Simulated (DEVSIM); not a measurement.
Structure: abrupt Si n-p junction, at 300 K.

Layer 1 from the left is Si, thickness (μm) 1.60, Nd (cm⁻³) 7.7e16, τn (s) 1.4e-5, τp (s) 1.4e-5. Layer 2 from the left is Si, thickness (μm) 100, Na (cm⁻³) 1.4e16, τn (s) 1.4e-5, τp (s) 1.4e-5.

Left contact: ohmic. Right contact: ohmic. Voltage is applied to the left contact. Recombination: SRH at mid-gap, radiative. Mobility is μmin + (μ − μmin)/(1 + (N/Nref)^α).

This is a model device: material constants are rounded textbook-type values typed into the input, and sizes, dopings and lifetimes were drawn at random. Values at 300 K.

Si: gap (eV) 1.124, affinity (eV) 4.05, permittivity 11.7, Nc (cm⁻³) 2.86e19, Nv (cm⁻³) 3.1e19, μn (cm²/Vs) 1417, μp (cm²/Vs) 470, μn,min 52, μp,min 45, Nref,n 9.7e16, Nref,p 2.2e17, αn 0.68, αp 0.72, B (cm³/s) 4.7e-15.

Problem. Estimate by hand the built-in potential, the peak field at zero bias, the capacitance at 6 V, and compare with a numerical solution.

Solution. 
- Built-in potential: ni = √(Nc Nv) exp(−Eg/2kT) = 1.08e10 cm⁻³ with Eg = 1.124 eV; Vbi = kT/q ln(Na Nd/ni²) = 0.772 V; numerical 0.772 V.
- Peak field at zero bias: depletion approximation: W = √(2εVbi/(qN)) = 0.290 μm with N = 1.18e16 cm⁻³; field = 2Vbi/W = 53200 V/cm; numerical 51400 V/cm (estimate above by 3.5 %).
- Capacitance at 6 V: C = √(qεN / 2(Vbi + |V|)) = 12.0 nF/cm²; numerical 12.1 nF/cm².

DEVSIM, 1D drift-diffusion, Boltzmann statistics, complete ionisation; no tunnelling, impact ionisation, image-force lowering or self-heating.
